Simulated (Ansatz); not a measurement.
**How the c axis length of BeS (model structure, started from the NiAs type, P6₃/mmc, No. 194, 4 atoms in the cell) moves with the method**

No measured value is used here.

| level (code) | value (Å) |
|---|---|
| LDA (Ansatz) | 5.166 |
| PBE (Ansatz) | 5.247 |
| PBEsol (Ansatz) | 5.207 |
| PBE-D3(BJ) (Ansatz) | 5.172 |
| r²SCAN (Ansatz) | 5.255 |
| r²SCAN+rVV10 (Ansatz) | 5.246 |

Cutoffs differ between the levels. Ansatz's density-functional and Hartree–Fock values are scalar-relativistic unless marked +SOC, with PAW data made under PBE.

A model structure was made by putting elements into a prototype or built by hand; it is no filed structure, need not be a known phase, and can be a saddle point held by its symmetry.

Ansatz is a quantum-chemistry and plane-wave program.
